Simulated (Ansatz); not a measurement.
**Polar-o HfO₂ (model structure)**

Level of theory: PBE0 in Ansatz (PAW).

Settings: plane-wave cutoff 500 eV, 4×4×4 k mesh, gaussian smearing 0.02 eV, scalar-relativistic PAW data made under PBE.

Cell (relaxed with r²SCAN):

```xyz
12
Lattice="5.0301 0.0000 0.0000 0.0000 5.0597 0.0000 0.0000 0.0000 5.2466" Properties=species:S:1:pos:R:3 pbc="T T T"
Hf     1.3433     1.2579     0.1708
Hf     3.6868     3.7877     5.0758
Hf     3.6868     1.2579     2.7942
Hf     1.3433     3.7877     2.4525
O      0.3522     0.5508     1.9256
O      4.6780     3.0807     3.3210
O      4.6780     0.5508     4.5489
O      0.3522     3.0807     0.6977
O      2.7109    -0.0074     1.2183
O      2.3192     2.5224     4.0283
O      2.3192    -0.0074     3.8416
O      2.7109     2.5224     1.4050
```

For polar-o HfO₂ (model structure), the band gap is 6.90 eV (on the SCF k mesh).

Note: the relaxation could raise the start's symmetry but not lower it, so the cell can be a saddle point; cell and atoms aren't relaxed at this level (largest force component 0.05 eV/Å).

Spin–orbit coupling is not included.

A model structure was made by putting elements into a prototype or built by hand; it is no filed structure, need not be a known phase, and can be a saddle point held by its symmetry.

Ansatz is a program for electronic structure.
